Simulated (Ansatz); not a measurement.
## What biaxial strain +3.05 %, plane normal [001], relaxed out of plane does to ZnS

Start from ZnS in the zinc blende structure (space group F-43m, No. 216; a = 5.3569 Å). Axes: x, y, z lie along the cube axes.

Modification: tensile biaxial strain of 3.05 % in the plane normal to [001], as in epitaxy on a mismatched substrate; the out-of-plane cell vector and the atoms relax.

Calculations: Ansatz (a first-principles code) PBEsol, no SOC, earlier PAW set. Γ-centred 11×11×11 mesh, Fermi–Dirac width 0.05 eV.

```tsv
quantity	base	changed	shift
volume per atom	19.22 Å³	19.63 Å³	+0.41 Å³
shortest interatomic distance	232.0 pm	233.9 pm	+1.9 pm
energy relative to the base (free energy F)	0 meV/atom	+9.8 meV/atom	+9.8 meV/atom
pressure (mean of the normal stresses, compression positive)	-0.01 GPa	-1.74 GPa	-1.73 GPa
band gap	2.08 eV	1.84 eV	-0.24 eV
gap character	direct at Γ	direct at Γ	–
electron mass	0.17 mₑ (at Γ)	0.16 mₑ (at Γ)	–
hole mass	–	0.18 mₑ out of plane, 0.66 mₑ in plane (at Γ)	–
valence-band top at Γ (three highest levels, from the VBM)	0.00, 0.00, 0.00 eV	0.00, -0.21, -0.21 eV	–
valley order (the lowest conduction-band minima on the path, energy above the VBM, named in the base's zone)	Γ 2.08 eV; X along ⟨100⟩ 3.17 eV; L along ⟨111⟩ 3.23 eV	Γ 1.84 eV; X along [001] 2.88 eV; L along [1-1-1] 2.99 eV; X along [100] 3.21 eV	–
out-of-plane strain	–	-3.80 %	–
ratio −ε⊥/ε∥	–	1.25	–
mean in-plane stress (compression positive)	–	-2.6 GPa	–
```

Effective masses come from finite differences of ±0.01 Å⁻¹. Whether these cells are dynamically stable was not tested. k-point labels follow each cell's own Brillouin zone.
